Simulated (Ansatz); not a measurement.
# The (11-23) surface of hcp Hf in its 1x1 cell, outermost plane spacing 0.58 Å in the ideal cut

All values below come from r2SCAN, at the PBE geometry (plane waves to 500 eV, PAW; Ansatz, an electronic-structure program).

Slab: 19 atoms, 10.5 Å thick at the start (thin: gaps and levels are the slab's own); k 7x6x1, smearing 0.1 eV, dipole-corrected; single point; on the structure that PBE left under its start's symmetry; no spin, no spin-orbit, no U.

The surface energy (mean of both faces) is 2.20 J/m², the work function of the top face comes out as 3.37 eV and the cost is around 18 core-minutes (rough).
